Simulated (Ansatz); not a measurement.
O on the 1x1 (111) surface of fcc Cu, one in a 2x2 cell: adsorption energies (eV for each) against ½ O2(g) in Ansatz (plane waves, PAW). Structures relaxed with PBE; the other functionals are single points on them, with slab and gas at the same level. No dispersion, zero-point or thermal terms. Rows are starts at which the adsorbate stayed; left out, since it moved away, changed or didn't bind there, or the run didn't converge: bridge Cu-Cu (span 2.6 Å).

Set-up: 17 atoms, 6.2 Å thick at the start under the adsorbate (thin: gaps and levels are the slab's own); mesh 6x6x1; 0.1 eV smearing; dipole correction on; 8 atoms held, the rest relaxed; each run with such symmetry as its start has; spin-polarised, no spin-orbit, no U, no dispersion correction.

| site | PBE | RPBE | r2SCAN |
|---|---|---|---|
| top Cu | 0.34 | 0.46 | 0.34 |
| hollow Cu-Cu-Cu over Cu at depth 2.1 Å | -1.39 | -1.13 | -1.65 |
| hollow Cu-Cu-Cu over Cu at depth 4.1 Å | -1.53 | -1.25 | -1.82 |

RPBE moves the energies by 0.22 eV on average against PBE and puts 'hollow Cu-Cu-Cu over Cu at depth 4.1 Å' lowest, as PBE does. r2SCAN moves the energies by -0.18 eV on average against PBE and puts 'hollow Cu-Cu-Cu over Cu at depth 4.1 Å' lowest, as PBE does.

Ansatz is an electronic-structure program.
